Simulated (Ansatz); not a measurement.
Abridged Ansatz (a first-principles code) output:

```
Pseudopotential: Hf, paw, valence charge 26
Pseudopotential: W, paw, valence charge 14
Crystal: 8 atoms, lattice volume = 161.449 Å³
Basis set: ecut = 500 eV, 4103 PW (Γ), exchange–correlation on 72×108×80 points (8 copies of the dense FFT grid, shifted against one another)
Bands: 111, of which v1, the nominal top of the filled ones, is band 92 counted from 1 (91 counted from 0)
Symmetry: 8 space group operations
k-points: 144 of 700
Functional: x = r2scan, c = r2scan; τ floored in thin density (d = 2e-4 eV/Å³)
SCF iter   1: F=—  HF=-115191.607656 eV  |F-HF|=—  |Δ(HF+E_count)|=         —  Δρ=1.09e-2  dr2=2.64e-1  dr2_τ=1.89e-1  ethr=1.77e-3  ⟨swp⟩=4.7  Hψ=52361  notcnv=0  defer=254
SCF iter   2: F=—  HF=-115191.687741 eV  |F-HF|=—  |Δ(HF+E_count)|=   8.01e-2  Δρ=5.92e-3  dr2=8.53e-2  dr2_τ=7.05e-3  ethr=1.44e-4  ⟨swp⟩=2.0  Hψ=33230  notcnv=0  defer=898
SCF 1 converged in 12 iterations: F = -115191.690827 eV  dr2 = 4.31e-11
SCF converged after 12 iterations
Free energy (F): -115191.690827 eV
Internal energy: -115191.630417 eV  (E = F + TS)
E sigma→0 (E₀):  -115191.660622 eV
Entropy (-TS):   -0.060411 eV (-7.551 meV/atom)
Fermi energy:    20.625218 eV
--- Forces (eV/Å), atoms counted from 1 ---
  atom   1  Hf     0.00000000    -0.00000000     0.00097755
  atom   2  Hf     0.00000000    -0.00014129    -0.00076130
  atom   3  W      0.00000000    -0.00000000    -0.00034510
  atom   4  Hf     0.00000000     0.00014129    -0.00076130
  atom   5  Hf     0.00000000     0.00014129     0.00076130
  atom   6  Hf     0.00000000     0.00000000    -0.00097755
  atom   7  Hf     0.00000000    -0.00014129     0.00076130
  atom   8  W      0.00000000     0.00000000     0.00034510
--- Stress (GPa, compression-positive) ---
       -0.015115      -0.000000      -0.000000
       -0.000000       0.004737      -0.000000
       -0.000000      -0.000000       0.002243
  P = ⅓ Tr σ = -0.0027 GPa (-0.027 kbar)
```

Question: What was computed, and what are the main results?

Answer: Hf3W, 8 atoms in the cell, with r2SCAN (Ansatz, PAW, spin-orbit coupling left out). The last SCF converged to F = -115191.690827 eV, or -14398.9614 eV per atom, at a pressure of 0.00 GPa. The total energy compares only with runs of the same code, potentials and settings.

Each cell is one ordered arrangement of few atoms, which overstates ordering effects compared with a random alloy. Whether these cells are dynamically stable was not tested. All final runs are without spin polarisation. The cell was made from Hf by this change: x(W) = 0.25, 8 atoms, Pmmn. Under x(W) = 0.25, 8 atoms, Pmmn the cell changed shape so far that it is another structure.
